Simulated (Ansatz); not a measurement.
Structures of equal composition on the (100) surface of fcc Cu: a layer of Mo in place of the second plane; a layer of Mo in place of the third plane. The slabs share one bottom face, and each structure is named by its start. These are constructed structures in small cells; real faces may alloy, dewet or reconstruct in larger ones, and not all known structures of the face are among them. Slabs of about 9 Å with all that they carry, Fermi-Dirac smearing of 0.1 eV. Bottom of the slabs: a bare face, its two planes held. Relaxed from the named starts with such symmetry as they have, on meshes of like density; energies extrapolated to zero smearing; no spin-orbit coupling, no U. Spin-polarised runs, if any, are marked in brackets, and their order is one that fits the cell; the others ran without spin.

Calculation: PBE (plane waves to 420 eV, PAW; Ansatz, a first-principles code).

Task: Rank these by energy per 1x1 cell (lowest first), as PBE gives it.

Result: a layer of Mo in place of the third plane (0.000 eV), a layer of Mo in place of the second plane (0.201 eV)
